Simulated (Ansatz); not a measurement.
The reference is WS₂ in the 2H-MoS2 type structure (space group P6_3/mmc, No. 194; a = 3.115 Å, c = 11.773 Å; layered, stacked along the Cartesian z axis). Axes: x lies along a and z along c of the hexagonal cell.

All numbers come from Ansatz (a program for electronic structure), PBEsol-D3(BJ), PAW, cutoff 420 eV, scalar-relativistic without spin-orbit coupling.

Before the change:

The pressure is -0.1 kbar. The valence-band top at Γ is 0.00, -1.26, -1.60 eV.

One thing is altered: a pure shear with ε_yz = ε_zy = 0.0216, atoms relaxed at fixed cell.

Q: Estimate the effect on the largest internal atomic displacement, pressure, valence-band top at Γ and energy relative to the base.

A: The largest internal atomic displacement comes out as 0.094 Å; the pressure (mean of the normal stresses, compression positive) rises by 2.12 kbar to 2.1 kbar; the valence-band top at Γ (three highest levels, from the VBM) becomes 0.00, -1.27, -1.62 eV (base: 0.00, -1.26, -1.60 eV); the energy grows by 3.2 meV/atom.

Spin-orbit coupling, missing from the scalar runs, can matter with W. The levels and masses belong to the bands next to the band gap. The cells carry an imposed strain or load. No phonon test of stability was made.
